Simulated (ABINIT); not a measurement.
# Quick settings and what they miss: a sheet of PtS2 (3 atoms in the cell)

Self-consistent single point.

```xyz
3
Lattice="3.4080 0.0000 0.0000 -1.7040 2.9514 0.0000 0.0000 0.0000 16.7926" Properties=species:S:1:pos:R:3 pbc="T T T"
Pt     0.0000     0.0000     8.3963
S      0.0000     1.9676     9.7926
S      1.7040     0.9838     7.0000
```

Method: PBE, PAW (JTH v2.0 PBE PAW) (plane waves; ABINIT).

Base settings: pseudos = [Pt.GGA_PBE-JTH.xml, S.GGA_PBE-JTH.xml]; ecut = 571 eV; pawecutdg = 1143 eV; pawxcdev = 0; occopt = 7; tsmear = 0.00183747 Ha; ngkpt = 9 9 1; nshiftk = 1; shiftk = 0 0 0; potentials = JTH v2.0 PBE PAW; nband = 16; kptopt = 1.

Tight run (finer mesh or higher cutoff; not a proven limit): ecut: 571 eV → 789 eV; pawecutdg: 1143 eV → 1578 eV; ngkpt: 9 9 1 → 13 13 1; toldfe: 1e-09 Ha → 3.7e-11 Ha. It gave top of the valence band (on the code's own zero) -2.11 eV; gap on the k-point mesh 1.35 eV; pressure averaged over the cell with its vacuum 0.54 GPa; largest force (vector length) 0.814 eV/Å.

Quick runs, as changes from the base:
- A: the base itself
- B: ecut: 571 eV → 272 eV; pawecutdg: 1143 eV → 544 eV; ngkpt: 9 9 1 → 4 4 1
- C: ecut: 571 eV → 463 eV; pawecutdg: 1143 eV → 925 eV; tsmear: 0.00183747 Ha → 0.00999582 Ha; ngkpt: 9 9 1 → 6 6 1
- D: ngkpt: 9 9 1 → 4 4 1; toldfe: 1e-09 Ha → 3.7e-05 Ha
- E: ecut: 571 eV → 463 eV; pawecutdg: 1143 eV → 925 eV; tsmear: 0.00183747 Ha → 0.00999582 Ha; ngkpt: 9 9 1 → 2 2 1

Dashes: time of B, D, E, under 30 s; gap of E, left out as unsure on this mesh or at this smearing.

Gaps are read on each run's own mesh, which may miss the band edges.

The count of work is k-points × plane waves × bands × iterations; it is no time. Core times come from one kind of shared machine and are given to one figure; runs under 30 s give none.

The starting cell was generated: these elements placed on a structure prototype, without a prior relaxation; it need not be a known phase or ordering of this composition. Its lattice was rescaled in the plane by a random factor within 2.5 % of one. Spin-orbit coupling is off.

```tsv
run	largest miss in a force vector (eV/Å)	gap on the mesh less tight (eV)	count of work / tight	core time / tight (rough)
A	0.003	0.015	0.33	0.6
B	0.251	0.174	0.029	–
C	0.014	0.276	0.14	0.3
D	0.095	0.022	0.029	–
E	1.343	–	0.015	–
```
